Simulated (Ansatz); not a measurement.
An Ansatz (a first-principles code) input (plane-wave PAW DFT at the LDA level (Ansatz, 420 eV), spin-orbit coupling left out):

Ansatz 0.2 input:
```yaml
crystal:
  lattice:
    - [0, 1.7658727401, 1.7747021038]
    - [1.7658727401, 0, 1.7747021038]
    - [1.7658727401, 1.7658727401, 0]
  atoms:
    - { symbol: C, position: [0, 0, 0] }
    - { symbol: C, position: [0.25, 0.25, 0.25] }
basis: { ecutwfc: 420, ecutrho_ratio: 4, xc_grid: 2, fft_grid_basis: typed }
kpoints: { mp_grid: { grid: [16, 16, 16] } }
hamiltonian:
  xc: lda
  dispersion: none
  pseudopotentials: { kind: paw }
scf: { occupations: { method: fermi_dirac, width: 0.05 }, convergence: { dr2_threshold: 0.0000000002 } }
relax: { f_tol: 0.005, max_steps: 50 }
output: { forces: true, stress: true }
checkpoint: { write: state.ck, write_every: 1000 }
```

### Question
Which symmetry and how many k-points will the program report, and about how many plane waves at Γ?

### Answer
Space group I41/amd (ITA 141) with 16 operations, k-points 349 of 4096, and 197 plane waves at Γ.

### Question
And the final pressure?

### Answer
-2.32 GPa (compression positive).

The cells carry an imposed strain or load. Whether these cells are dynamically stable was not tested. The cell was made from C in the diamond structure (space group Fd-3m, No. 227) by this change: uniaxial strain ε_zz = +0.50 %.
